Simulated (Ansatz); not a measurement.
# A15 Mo3Si

All values below come from PBEsol in Ansatz (plane waves, PAW).

Numerical settings: plane-wave cutoff 520 eV, 14×14×14 k mesh, Fermi–Dirac smearing 0.056 eV (set by the program), no spin polarisation, scalar-relativistic PAW data made under PBE.

Cell: measured lattice: a = 4.8890 Å, b = 4.8890 Å, c = 4.8890 Å, α = 90.00°, β = 90.00°, γ = 90.00°.

```json
{
 "elastic constant C11": "469 GPa",
 "elastic constant C12": "138 GPa",
 "elastic constant C44": "115 GPa",
 "Voigt–Reuss–Hill bulk modulus": "248 GPa",
 "Voigt–Reuss–Hill shear modulus (Hill average)": "133 GPa",
 "young_modulus": "338 GPa",
 "poisson_ratio": "0.273"
}
```

Note: the cell isn't this level's own, so it is under some stress, which shifts stiffness and frequencies.

Elastic constants are with the ions relaxed.

Computed values are for the static lattice.

Ansatz is a quantum-chemistry and plane-wave program.
